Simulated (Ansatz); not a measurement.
The starting structures come from a database of crystals and need not be the phases stable at ambient conditions.

Input:

```
AgCsCl2
1.0
    4.42054     0.00000     0.00000
   -2.21027     9.64433     0.00000
    0.00000     0.00000     5.64150
Cs Ag Cl
2 2 4
Direct
  0.41550   0.83100   0.25000
  0.58450   0.16900   0.75000
  0.20059   0.40118   0.25000
  0.79941   0.59882   0.75000
  0.77489   0.54978   0.25000
  0.22511   0.45022   0.75000
  0.06908   0.13816   0.25000
  0.93092   0.86184   0.75000
```

Space group of this cell: Cmcm. The cell is taken as given; by PBEsol its mean pressure is -1.3 GPa.

Transport runs along the normal of the first two printed cell vectors.

No gap correction and no spin-orbit coupling; mid-gap values are interpolated between computed energies.

**Question.** State the band gap and the smallest decay constant κ at mid-gap according to PBEsol (Ansatz, a quantum-chemistry and plane-wave program).

**Answer.** Gap 2.16 eV on a 8×8×6 mesh; κ = 0.321 1/Å, at the zone centre.
